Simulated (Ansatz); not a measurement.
Data:

Host crystal: 3C silicon carbide, with a band gap (PBE, scalar-relativistic without spin-orbit coupling).

End structure of NH3 on the 1x1 (110) surface of 3C silicon carbide (cut with top plane C + Si), one in a 2x2 cell, started at the site 'hollow Si':

```xyz
52
Lattice="6.1943 0.0000 0.0000 0.0000 8.7600 0.0000 0.0000 0.0000 27.0000" Properties=species:S:1:pos:R:3 pbc="T T T"
C      0.0000     3.2273     9.6400
C      0.0000     7.6073     9.6400
C      3.0971     3.2273     9.6400
C      3.0971     7.6073     9.6400
Si     1.5486     2.3762     9.8826
Si     1.5486     6.7562     9.8826
Si     4.6457     2.3762     9.8826
Si     4.6457     6.7562     9.8826
C      1.5486     1.0384    11.1621
C      1.5486     5.4184    11.1621
C      4.6457     1.0384    11.1621
C      4.6457     5.4184    11.1621
Si     0.0000    -0.0299    11.1216
Si     0.0000     4.3501    11.1216
Si     3.0971    -0.0299    11.1216
Si     3.0971     4.3501    11.1216
C      0.0000     3.2647    12.7216
C      0.0000     7.6447    12.7216
C      3.0971     3.2647    12.7216
C      3.0971     7.6447    12.7216
Si     1.5486     2.1693    12.7410
Si     1.5486     6.5493    12.7410
Si     4.6457     2.1693    12.7410
Si     4.6457     6.5493    12.7410
C      1.5472     1.0748    14.2789
C      1.5505     5.4505    14.2786
C      4.6471     1.0748    14.2789
C      4.6439     5.4504    14.2786
Si     0.0000    -0.0302    14.2729
Si     0.0001     4.3581    14.2519
Si     3.0972    -0.0169    14.2603
Si     3.0972     4.3552    14.2570
C      0.0001     3.2294    15.8251
C      0.0001     7.6237    15.8346
C      3.0972     3.2364    15.8371
C      3.0973     7.6150    15.8507
Si     1.5472     2.1496    15.8849
Si     1.5422     6.5523    15.8568
Si     4.6472     2.1497    15.8849
Si     4.6523     6.5523    15.8566
C      1.5367     1.0478    17.3648
C      1.5430     5.4291    17.3889
C      4.6577     1.0479    17.3647
C      4.6516     5.4290    17.3889
Si     0.0001     0.0845    17.2856
Si     0.0002     4.5487    17.1005
Si     3.0972     0.2295    17.1207
Si     3.0972     4.5673    17.1156
N      0.0000    -1.1188    18.7548
H      0.8164    -1.7738    18.6439
H     -0.0010    -0.6598    19.6694
H     -0.8164    -1.7743    18.6424
```

Slab: 52 atoms, 7.7 Å thick at the start under the adsorbate (thin: gaps and levels are the slab's own); k 3x3x1, smearing 0.01 eV, dipole-corrected; single point; no symmetry held, on the structure that PBE left; no spin, no spin-orbit, no U, no dispersion correction. At the end it is bonded to Si. In PBE it is, or lies within 0.03 eV of, the lowest of the starts that converged; the order may differ at this level.

A negative adsorption energy means that the adsorbate is more stable on the surface than in its reference.

Q: Estimate the change of the step from the bottom to the top vacuum level, against the clean slab that r2SCAN, at the PBE geometry in Ansatz (a program for electronic structure) returns for this input.

A: -1.51 eV

Q: Give the adsorption energy against NH3(g) at the same level at the level r2SCAN, at the PBE geometry.

A: -48.6 kcal/mol
